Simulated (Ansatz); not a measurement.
Start from LaP in the CsCl type structure (space group Pm-3m, No. 221; a = 3.6493 Å; a hypothetical phase, not in the database extracts checked; relaxed with 0.1 eV smearing). Axes: x, y, z lie along the cube axes.

Method: Ansatz (a first-principles code) r2SCAN, scalar-relativistic without spin-orbit coupling.

A first run, uniaxial strain ε_zz = +1.02 %, gives secant values C11 ≈ 160 GPa and C12 ≈ 35 GPa from its stress. A second run applies isotropic strain +2.92 %.

What does linear elasticity predict for the bulk modulus −ΔP/(ΔV/V₀) in the second run, and what does the run give?

Linear elasticity: (C11 + 2 C12)/3 = 77 GPa. The run gives 63 GPa; any difference comes from nonlinear terms at these strains and numerical noise.

No phonon test of stability was made. All final runs are without spin polarisation.
